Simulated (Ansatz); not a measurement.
Start from Cs in the bcc (W type) structure (space group Im-3m, No. 229; a = 6.011 Å).

Level of theory: plane-wave PAW DFT at the PBEsol level (Ansatz, a quantum-chemistry and plane-wave program, 420 eV), without spin-orbit coupling.

Base values:

```
Quantity               Value
-------------------  -------
Lattice parameter a  6.011 Å
Band gap                zero
```

Now apply this change: full substitution Cs → Yb, then cell and atoms are relaxed.

### Question
What does the calculation give for the lattice parameter a and band gap after the change?

### Answer
The lattice parameter a decreases by 2.0223 Å, from 6.011 Å to 3.988 Å; the band gap is still zero.

The state of the 4f shell was not checked for lower solutions. Whether these cells are dynamically stable was not tested. For Yb in this form, whether it has been made was not checked. Seeded moments were not kept for Cs → Yb. The final runs are not spin-polarised. This is not the structure that Yb has at room temperature and ambient pressure.
